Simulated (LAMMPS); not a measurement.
LAMMPS 22 Jul 2025, classical MD, EAM (Finnis-Sinclair form) (Fe_mm.eam.fs): Fe, 2000 atoms.

```yaml
task: MD, nve
potential: EAM (Finnis-Sinclair form), Fe_mm.eam.fs
copies_of_the_repeat_unit: 10×10×10
shape (slab and sphere leave vacuum in the box): slab
temperature: 800 K
steps: 10000
timestep: 2 fs
neighbor_skin: 2 Å
neigh_modify: every 1 delay 0 check yes
thermo: 100
newton: on (default)
atom_modify sort (bins of 2 Å where set): 1000 (default)
comm_style: brick (default)
box: 28.7 × 28.7 × 86.0 Å, the slab in its lowest third along z, the rest vacuum
start: generated bcc lattice, warmed in an untimed run
compared_values: energy and forces of the first step, drift over the run
```

It runs on a single node (Arm Neoverse V2, 96 cores on 1 socket, no SMT, 1 L3 cache group).

Run on 64 ranks, it takes 2.0 s from launch to exit:

```bash
# ahead of the timed run: OMP_NUM_THREADS=1 mpirun -np 48 lmp -in in.warm -log none -nocite
OMP_NUM_THREADS=1 mpirun -np 64 lmp -in in.lmp -log log.lammps -nocite
```

From its output:

```
  using 1 OpenMP thread(s) per MPI task
  2 by 4 by 8 MPI processor grid
  2000 atoms
  master list distance cutoff = 7.3
  ghost atom cutoff = 7.3
Per MPI rank memory allocation (min/avg/max) = 3.208 | 3.293 | 3.384 Mbytes
80.1% CPU use with 64 MPI tasks x 1 OpenMP threads
...
Loop time of 1.76395 on 64 procs for 10000 steps with 2000 atoms

Performance: 979.621 ns/day, 0.024 hours/ns, 5669.106 timesteps/s, 11.338 Matom-step/s
80.1% CPU use with 64 MPI tasks x 1 OpenMP threads

MPI task timing breakdown:
Section |  min time  |  avg time  |  max time  |%varavg| %total
---------------------------------------------------------------
Pair    | 0.019836   | 0.60844    | 1.2341     |  62.4 | 34.49
Neigh   | 0.00015101 | 0.0085981  | 0.027888   |  12.1 |  0.49
Comm    | 0.0078122  | 0.3485     | 0.88118    |  56.3 | 19.76
Output  | 0.0017565  | 0.0031686  | 0.0042711  |   1.9 |  0.18
Modify  | 0.00085956 | 0.0032066  | 0.0074991  |   4.8 |  0.18
Other   |            | 0.792      |            |       | 44.90

Nlocal:          31.25 ave          99 max           0 min
Histogram: 35 5 0 0 0 6 2 0 4 12
Nghost:        452.078 ave        1300 max           0 min
Histogram: 24 8 0 8 0 8 0 8 0 8
Neighs:        1979.17 ave        6810 max           0 min
Histogram: 35 5 1 6 1 0 0 0 1 15

Total # of neighbors = 126667
Ave neighs/atom = 63.3335
Neighbor list builds = 170
Dangerous builds = 0
```

Wall times, medians of two to five repeats, each run alone on the node (launch to exit). Processes are pinned to neighbouring cores unless said otherwise. Build: PyPI wheel: MPICH, OPENMP and OPT packages. Other compilers and libraries give other times. Scratch files lie in a memory file system. A preparatory run goes ahead and isn't timed.

### Question
What holds this run back, and which change relieves it on the same cores with the result kept within 1.0 meV/atom in energy, 10 meV/Å in forces on 48 atoms, 0.20 meV an atom in drift of the total energy?

### Answer
The largest part is other (Other), 40 % of the time. One change that relieves it (others may too): going from balance = none (default) to balance = balance 1.05 shift xyz 20 1.02, one of the fastest among the values tried that keep the result: 2.0 s to 1.4 s (1.4× as fast). The largest move is in other (Other): 0.79 s to 0.054 s. The slowest rank's pair time is 2.03 times the mean in the first run and 1.04 times in the second; the others wait. These two results differ by: energy equal as printed, forces on 48 atoms equal as printed, drift of the total energy equal as printed. Others tried: balance = fix b all balance 200 1.1 shift xyz 10 1.05 (1.4 s); balance = fix b all balance 200 1.1 shift xyz 10 1.05 weight time 0.8 (1.4 s); balance = balance 1.05 rcb, comm = tiled (2.0 s); balance = fix b all balance 200 1.1 rcb, comm = tiled (2.2 s).
